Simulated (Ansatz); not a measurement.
S on the 1x1 (101) surface of tetragonal HfO2 (a metastable polymorph) (cut with top plane O), one in a 1x1 cell, energies for each (23.0 Å²). Energies are against ⅛ S8(g), without zero-point or thermal terms; each row is named by its start (#2, #3: further inequivalent places of a kind).

Host crystal: tetragonal HfO2, with a band gap (PBE, scalar-relativistic without spin-orbit coupling).

Computed with PBE (plane waves to 420 eV, PAW; Ansatz, a quantum-chemistry and plane-wave program).

Model: 19-atom slab, 7.6 Å thick at the start under the adsorbate (thin: gaps and levels are the slab's own), 6x3x1 mesh, Fermi-Dirac 0.01 eV, dipole correction, 8 atoms held, the rest relaxed; each run with such symmetry as its start has; spin-polarised, no spin-orbit, no U, no dispersion correction.

A negative adsorption energy means that the adsorbate is more stable on the surface than in its reference. Starts that drift may end in the same place. Heights count from the host atoms within 0.3 Å of the top one.

```
starting site                                                       E_ads (eV)  height (Å)  nearest host atom (Å)  bonded to  change of the vacuum step (eV)  lateral drift (Å)  moment (μB)
------------------------------------------------------------------  ----------  ----------  ---------------------  ---------  ------------------------------  -----------------  -----------
top O (the adsorbate paired with a surface O atom)                        0.85        1.19                 O 1.72   2 Hf + O                           -0.11                1.0          0.0
top O #2 (the adsorbate paired with a surface O atom)                     0.84        1.26                 O 1.76     Hf + O                            0.97                1.0          0.0
top Hf (the adsorbate paired with a surface O atom)                       0.90        1.01                 O 1.74     Hf + O                            0.96                1.2          0.0
over Hf at depth 1.0 Å                                                    2.09        1.67                Hf 2.59         Hf                            0.22                0.4          2.0
over O at depth 1.5 Å (the adsorbate paired with a surface O atom)        0.85        1.19                 O 1.72   2 Hf + O                           -0.10                1.1          0.0
hollow beside Hf                                                          2.39        1.85                 O 2.57         Hf                            0.27                0.6          2.0
hollow Hf-Hf-O-O-O over O at depth 1.8 Å                                  2.09        1.66                Hf 2.59         Hf                            0.21                1.6          2.0
bridge Hf-O (span 2.0 Å)                                                  2.39        1.85                 O 2.57         Hf                            0.28                0.8          2.0
bridge O-O (span 4.0 Å)                                                   2.08        1.60                 O 2.55         Hf                            0.25                1.2          2.0
```
